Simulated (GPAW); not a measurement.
## A self-consistent single point of LuBi2ClO4 (P4/mmm, 8 atoms in the cell) with GPAW

Computed with LDA (Perdew-Wang 92), GPAW PAW datasets LDA (gpaw-data 1.0.1) (plane waves; GPAW 25.7.0).

This input was run:

```python
from ase import Atoms
from ase.units import GPa
from gpaw import GPAW, PW, FermiDirac

atoms = Atoms(['Lu', 'Bi', 'Bi', 'Cl', 'O', 'O', 'O', 'O'],
              cell=[[3.857150, 0.000000, 0.000000],
                    [0.000000, 3.857150, 0.000000],
                    [0.000000, 0.000000, 9.015240]],
              scaled_positions=[[0.000000, 0.000000, 0.000000],
                                [0.500000, 0.500000, 0.275710],
                                [0.500000, 0.500000, 0.724290],
                                [0.000000, 0.000000, 0.500000],
                                [0.500000, 0.000000, 0.851570],
                                [0.500000, 0.000000, 0.148430],
                                [0.000000, 0.500000, 0.851570],
                                [0.000000, 0.500000, 0.148430]],
              pbc=True)

calc = GPAW(mode=PW(950),
            xc='LDA',
            kpts=(7, 7, 3),
            occupations=FermiDirac(0.0),
            nbands=-4,
            convergence={'density': 1e-05, 'bands': -2},
            symmetry={'symmorphic': False, 'tolerance': 0.0005},
            maxiter=150,
            txt='-')

atoms.calc = calc

energy = atoms.get_potential_energy()
print('Energy (eV):', round(energy, 6))
forces = atoms.get_forces()
print('Forces (eV/Ang):')
print(forces.round(5))
stress = atoms.get_stress()
print('Stress (GPa, Voigt):', (stress / GPa).round(4))
```

Output (repeated stretches shortened):

```
Input parameters:
  convergence: {bands: -2,
                density: 1e-05}
  kpts: [7 7 3]
  maxiter: 150
  mode: {ecut: 950.0,
         name: pw}
  nbands: -4
  occupations: {fixmagmom: False,
                name: fermi-dirac,
                width: 0.0}
  symmetry: {symmorphic: False,
             tolerance: 0.0005}

species:
  Lu:
    name: Lutetium
    Z: 71.0
    valence: 25
    core: 46
    charge: 0.0
    file: Lu.LDA.gz

    # Using partial waves for Lu as LCAO basis

  Bi:
    name: Bismuth
    Z: 83.0
    valence: 15
    core: 68
    charge: 0.0
    file: Bi.LDA.gz

    # Using partial waves for Bi as LCAO basis

  Cl:
    name: Chlorine
    Z: 17.0
    valence: 7
    core: 10
    charge: 0.0
    file: Cl.LDA.gz

    # Using partial waves for Cl as LCAO basis

  O:
    name: Oxygen
    Z: 8.0
    valence: 6
    core: 2
    charge: 0.0
    file: O.LDA.gz

    # Using partial waves for O as LCAO basis

Reference energy: -1585754.616331  # eV

Spin-paired calculation

Convergence criteria:
 Maximum [total energy] change in last 3 cyles: 0.0005 eV / valence electron
 Maximum integral of absolute [dens]ity change: 1e-05 electrons / valence electron
 Maximum integral of absolute [eigenst]ate change: 4e-08 eV^2 / valence electron
 Maximum number of scf [iter]ations: 150

Symmetries present (total): 16
Symmetries with fractional translations: 0
147 k-points: 7 x 7 x 3 Monkhorst-Pack grid
20 k-points in the irreducible part of the Brillouin zone
       k-points in crystal coordinates                weights
   0:     0.00000000    0.00000000    0.00000000          1/147
   1:     0.00000000    0.00000000    0.33333333          2/147
   2:     0.14285714    0.00000000    0.00000000          4/147
   [... 7 lines left out ...]
          ...
  19:     0.42857143    0.42857143    0.33333333          8/147

Wave functions: Plane wave expansion
  Cutoff energy: 950.000 eV
  Number of coefficients (min, max): 8898, 8961
  Pulay-stress correction: 0.000000 eV/Ang^3 (de/decut=0.000000)

Occupation numbers: # Zero width

Eigensolver

Densities:
  Coarse grid: 28*28*70 grid
  Fine grid: 56*56*140 grid
  Total Charge: 0.000000

Density mixing:
  Method: separate
  Backend: pulay
  Linear mixing parameter: 0.05
  old densities: 5
  Damping of long wavelength oscillations: 50

Hamiltonian:
  XC and Coulomb potentials evaluated on a 56*56*140 grid
  External potential:
    NoExternalPotential

Number of atoms: 8
Number of atomic orbitals: 58
Number of bands in calculation: 47
Number of valence electrons: 86
Bands to converge: 45

Density initialized from atomic densities
  47 bands from LCAO basis set

Atomic positions and initial magnetic moments

Positions:
   0 Lu     0.000000    0.000000    0.000000    ( 0.0000,  0.0000,  0.0000)
   1 Bi     1.928575    1.928575    2.485592    ( 0.0000,  0.0000,  0.0000)
   2 Bi     1.928575    1.928575    6.529648    ( 0.0000,  0.0000,  0.0000)
   3 Cl     0.000000    0.000000    4.507620    ( 0.0000,  0.0000,  0.0000)
   4 O      1.928575    0.000000    7.677108    ( 0.0000,  0.0000,  0.0000)
   5 O      1.928575    0.000000    1.338132    ( 0.0000,  0.0000,  0.0000)
   6 O      0.000000    1.928575    7.677108    ( 0.0000,  0.0000,  0.0000)
   7 O      0.000000    1.928575    1.338132    ( 0.0000,  0.0000,  0.0000)

Unit cell:
           periodic     x           y           z      points  spacing
  1. axis:    yes    3.857150    0.000000    0.000000    28     0.1378
  2. axis:    yes    0.000000    3.857150    0.000000    28     0.1378
  3. axis:    yes    0.000000    0.000000    9.015240    70     0.1288

  Lengths:   3.857150   3.857150   9.015240
  Angles:   90.000000  90.000000  90.000000

Effective grid spacing dv^(1/3) = 0.1347

     iter     time        total  log10-change:
                         energy   eigst   dens
iter:   1 --:--:--   -66.675676   -0.05
iter:   2 --:--:--   -63.941125   -0.74  -1.04
iter:   3 --:--:--   -58.639118   -0.26  -1.09
iter:   4 --:--:--   -59.192592   -1.21  -1.41
iter:   5 --:--:--   -59.636012   -0.99  -1.38
iter:   6 --:--:--   -58.664576   -1.66  -1.48
iter:   7 --:--:--   -58.446095   -0.81  -1.64
iter:   8 --:--:--   -58.151654   -1.64  -1.88
iter:   9 --:--:--   -58.146934   -2.97  -2.50
iter:  10 --:--:--   -58.143770c  -3.34  -2.63
iter:  11 --:--:--   -58.143893c  -3.84  -2.72
iter:  12 --:--:--   -58.149623c  -3.41  -2.82
iter:  13 --:--:--   -58.143032c  -3.46  -2.65
iter:  14 --:--:--   -58.142776c  -3.96  -3.13
iter:  15 --:--:--   -58.143004c  -4.61  -3.27
   [... 3 lines left out ...]
iter:  19 --:--:--   -58.142824c  -5.27  -3.55
iter:  20 --:--:--   -58.142780c  -5.67  -3.80
iter:  21 --:--:--   -58.142780c  -6.63  -4.50
iter:  22 --:--:--   -58.142780c  -7.04  -4.49
iter:  23 --:--:--   -58.142779c  -6.78  -4.55
iter:  24 --:--:--   -58.142779c  -7.42c -4.74
iter:  25 --:--:--   -58.142779c  -7.53c -5.01c

Converged after 25 iterations.

Dipole moment: (-0.000000, 0.000000, 0.000000) |e|*Ang

Energy contributions relative to reference atoms: (reference = -1585754.616331)

Kinetic:        +78.291753
Potential:      -77.560645
External:        +0.000000
XC:             -56.257143
Entropy (-ST):   +0.000000
Local:           -2.616744
SIC:             +0.000000
--------------------------
Free energy:    -58.142779
Extrapolated:   -58.142779

Showing only first 2 kpts
 Kpt  Band  Eigenvalues  Occupancy
  0    41      4.83631    2.00000
  0    42      5.23403    2.00000
  0    43      6.68884    0.00000
  0    44      9.15194    0.00000

  1    41      4.83167    2.00000
  1    42      4.98424    2.00000
  1    43      7.05322    0.00000
  1    44      8.74212    0.00000

Fermi level: 6.06178

Gap: 1.254 eV
Transition (v -> c):
  (s=0, k=19, n=42, [0.43, 0.43, 0.33]) -> (s=0, k=0, n=43, [0.00, 0.00, 0.00])
Direct/indirect transitions are different
Direct gap: 1.455 eV
Transition at: (s=0, k=0, n=42, [0.00, 0.00, 0.00])
Energy (eV): -58.142779

Forces in eV/Ang:
  0 Lu    0.00000    0.00000    0.00000
  1 Bi    0.00000    0.00000   -0.74983
  2 Bi    0.00000    0.00000    0.74983
  3 Cl    0.00000    0.00000    0.00000
  4 O     0.00000    0.00000   -0.24247
  5 O     0.00000    0.00000    0.24247
  6 O     0.00000    0.00000   -0.24247
  7 O    -0.00000    0.00000    0.24247

Stress tensor:
     0.049302     0.000000     0.000000
     0.000000     0.049302     0.000000
     0.000000     0.000000     0.041260
Stress (GPa, Voigt): [7.8991 7.8991 6.6106 0.     0.     0.    ]
```

The run converged in 25 iterations. GPAW prints stress with tension positive.

At such cutoffs GPAW's stress carries a finite-basis (Pulay) error, which enters relaxed cells too; its log prints stress with tension positive.

The starting cell comes from a database of computed structures (which also holds hypothetical and non-ambient phases and stackings), without a prior relaxation at this level. Spin-orbit coupling is off.

Cost on one core of a shared machine: roughly 5 min.
